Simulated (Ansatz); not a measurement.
Response to strain in Hf

Base system: Hf in the hcp (Mg type) structure (space group P6_3/mmc, No. 194; a = 3.198 Å, c = 5.049 Å; relaxed with 0.1 eV smearing). Axes: x lies along a and z along c of the hexagonal cell.

Strains are applied to the cell and any free atomic positions relax.

All numbers come from DFT with r2SCAN, PAW potentials and a 500 eV plane-wave cutoff in Ansatz (a program for electronic structure), without spin-orbit coupling.

Notes on the quantities. pressure: mean of the normal stresses, compression positive; energy relative to the base: free energy F.

```csv
change,volume per atom,pressure,energy relative to the base
base,22.36 Å³,0.0 GPa,0 meV/atom
uniaxial strain ε_zz = +0.50 %,22.47 Å³,-0.6 GPa,+0.4 meV/atom
uniaxial strain ε_zz = +1.00 %,22.59 Å³,-1.1 GPa,+1.4 meV/atom
uniaxial strain ε_zz = +1.50 %,22.70 Å³,-1.6 GPa,+3.1 meV/atom
uniaxial strain ε_zz = +2.00 %,22.81 Å³,-2.1 GPa,+5.5 meV/atom
uniaxial strain ε_zz = +2.50 %,22.92 Å³,-2.6 GPa,+8.6 meV/atom
uniaxial strain ε_zz = +3.00 %,23.03 Å³,-3.1 GPa,+12 meV/atom
```

Stability against distortions was not tested. The final runs are not spin-polarised.
